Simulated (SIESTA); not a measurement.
Short convergence ladders for the (110) slab of Mo (cut from a parent of space group no. 229; 3 atoms in the cell)

```xyz
3
Lattice="2.7143 0.0000 0.0000 -3.6191 2.5591 0.0000 0.0000 0.0000 18.4325" Properties=species:S:1:pos:R:3 pbc="T T T"
Mo     0.0000     0.0000     7.0000
Mo     0.9048     1.2796     9.2162
Mo     0.0000     0.0000    11.4325
```

Base method: LDA PW92, numerical atomic orbitals DZP, PseudoDojo LDA standard norm-conserving potentials (rewritten from UPF to PSML) (SIESTA).

Base settings: XC.functional = LDA; XC.authors = PW92; potentials = PseudoDojo LDA standard; PAO.BasisSize = DZP; PAO.EnergyShift = 0.005 Ry; MeshCutoff = 400 Ry; kgrid.MonkhorstPack = 9 9 1; OccupationFunction = FD; ElectronicTemperature = 1160.45 K; MaxSCFIterations = 150.

Core times come from one kind of shared machine, to one figure; runs under 30 s give none.

**The vacuum**

The mesh stays at the base's, so the ladder's end is converged at best in this setting alone.

Only quantities that move along the ladder and can be compared are tabulated; forces are left out, as grid noise moves with the cell.

| vacuum between outermost atoms (Å) | free energy less the last step's (meV/atom) | core time / last (rough) |
|---|---|---|
| 3.0 | -504.26 | 0.9 |
| 5.0 | -61.97 | 0.9 |
| 7.0 | -4.57 | 0.8 |
| 10.0 | 0.00 | 1.0 |
| 14.0 | 0.00 | 0.9 |
| 30.0 | 0.00 | 1 |

Smallest vacuum between outermost atoms (Å) that holds the free energy within 2 meV/atom of the last step, with all finer ones: 10.0; the step before is off by 4.6 meV/atom.

**The k-point mesh**

Only quantities that move along the ladder and can be compared are tabulated.

```tsv
kgrid.MonkhorstPack	free energy less the last step's (meV/atom)	largest difference of a force vector from the last step's (eV/Å)	core time / last (rough)
4 4 1	36.99	0.399	0.3
6 6 1	-14.55	0.136	0.4
8 8 1	-0.80	0.079	0.3
9 9 1	1.77	0.019	0.4
53 53 1	0.00	0.000	1
```

Coarsest kgrid.MonkhorstPack that holds the forces within 0.01 eV/Å: not settled: the last two steps still differ by 0.019 eV/Å, over half the tolerance, so the ladder does not show it.

Coarsest kgrid.MonkhorstPack that holds the free energy within 5 meV/atom of the last step, with all finer ones: 8 8 1, at about 0.3 of the last step's time; the step before is off by 15 meV/atom.

**The depth of the slab**

On the (110) slab of Mo (cut from a parent of space group no. 229; 1 atoms in the cell), and deeper slabs.

Surface energy = (E_slab − N e_bulk)/2A, with e_bulk from the bulk crystal on its finest mesh (12195 k-points); errors per atom of slab and bulk, whose meshes differ, grow with N. The bulk cell stands at -4.6 GPa at this level, so the slab is strained in the plane.

The mesh stays at the base's, so the ladder's end is converged at best in this setting alone.

Only quantities that move along the ladder and can be compared are tabulated; forces are left out, as grid noise moves with the cell.

| atoms | unrelaxed surface energy (J/m²) | core time / last (rough) |
|---|---|---|
| 1 | 3.902 | – |
| 3 | 3.620 | 0.09 |
| 4 | 3.532 | 0.1 |
| 6 | 3.527 | 0.2 |
| 9 | 3.493 | 1 |

Smallest size that holds the unrelaxed surface energy within 0.1 J/m² of the last step, with all finer ones: 4, at about 0.1 of the last step's time; the step before is off by 0.13 J/m².

On the base run: the starting cell has typed, rounded lattice constants, without a prior relaxation at this level. The slab is cut from that crystal, and its faces are unrelaxed. Its lattice was rescaled by up to half a per cent. Spin polarisation is off. Values carry the incompleteness of an atom-centred basis.
